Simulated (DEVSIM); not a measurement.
Structure: abrupt Si n-p junction, at 250 K.

| layer (left to right) | material | thickness (μm) | Nd (cm⁻³) | Na (cm⁻³) | τn (s) | τp (s) |
|---|---|---|---|---|---|---|
| 1 | Si | 69.0 | 6e16 | - | 1.8e-6 | 1.8e-6 |
| 2 | Si | 2.40 | - | 4.5e14 | 1.8e-6 | 1.8e-6 |

Left contact: ohmic. Right contact: ohmic. Voltage is applied to the left contact. Recombination: SRH at mid-gap. Mobility is constant in doping.

The device is made up for the run: typed textbook-type constants, with dimensions and the other settings drawn at random. Values at 300 K; Nc and Nv go as T^1.5, mobilities as T to minus their exponent, the gap by Varshni's rule with the affinity fixed.

| parameter | Si |
|---|---|
| gap (eV) | 1.124 |
| affinity (eV) | 4.05 |
| permittivity | 11.7 |
| Nc (cm⁻³) | 2.86e19 |
| Nv (cm⁻³) | 3.1e19 |
| μn (cm²/Vs) | 1417 |
| μp (cm²/Vs) | 470 |
| T exponent of μn | 2.3 |
| T exponent of μp | 2.2 |
| Varshni α (eV/K) | 0.000473 |
| Varshni β (K) | 636 |

Model (solved in DEVSIM): 1D drift-diffusion, Boltzmann statistics, complete ionisation; no tunnelling, impact ionisation, image-force lowering or self-heating.

Problem. Tabulate band edges, carrier densities and field at zero bias.

Solution. Energies count from the Fermi level of the right contact; mesh points crowd at the junctions.

| x (μm) | Ec (eV) | Ev (eV) | n (cm⁻³) | p (cm⁻³) | field (V/cm) |
|---|---|---|---|---|---|
| 0.000 | 0.127 | -1.009 | 6.0e16 | < 1e2 | ≈ 0 |
| 0.03991 | 0.127 | -1.009 | 6.0e16 | < 1e2 | ≈ 0 |
| 0.1462 | 0.127 | -1.009 | 6.0e16 | < 1e2 | ≈ 0 |
| 0.4290 | 0.127 | -1.009 | 6.0e16 | < 1e2 | ≈ 0 |
| 1.647 | 0.127 | -1.009 | 6.0e16 | < 1e2 | ≈ 0 |
| 4.424 | 0.127 | -1.009 | 6.0e16 | < 1e2 | ≈ 0 |
| 12.31 | 0.127 | -1.009 | 6.0e16 | < 1e2 | ≈ 0 |
| 41.99 | 0.127 | -1.009 | 6.0e16 | < 1e2 | ≈ 0 |
| 58.87 | 0.127 | -1.009 | 6.0e16 | < 1e2 | ≈ 0 |
| 65.21 | 0.127 | -1.009 | 6.0e16 | < 1e2 | ≈ 0 |
| 67.59 | 0.127 | -1.009 | 6.0e16 | < 1e2 | ≈ 0 |
| 68.64 | 0.127 | -1.009 | 6.0e16 | < 1e2 | ≈ 0 |
| 68.88 | 0.127 | -1.009 | 6.0e16 | < 1e2 | ≈ 0 |
| 68.97 | 0.131 | -1.005 | 4.9e16 | < 1e2 | 2700 |
| 69.01 | 0.172 | -0.964 | 7.4e15 | < 1e2 | 12000 |
| 69.08 | 0.236 | -0.900 | 3.8e14 | < 1e2 | 9600 |
| 69.25 | 0.388 | -0.748 | 3.3e11 | 19000 | 8300 |
| 69.68 | 0.682 | -0.454 | 390000 | 1.7e10 | 5300 |
| 70.83 | 0.900 | -0.236 | < 1e2 | 4.2e14 | 86 |
| 71.20 | 0.902 | -0.234 | < 1e2 | 4.5e14 | 12 |
| 71.34 | 0.902 | -0.234 | < 1e2 | 4.5e14 | ≈ 0 |
| 71.40 | 0.902 | -0.234 | < 1e2 | 4.5e14 | ≈ 0 |
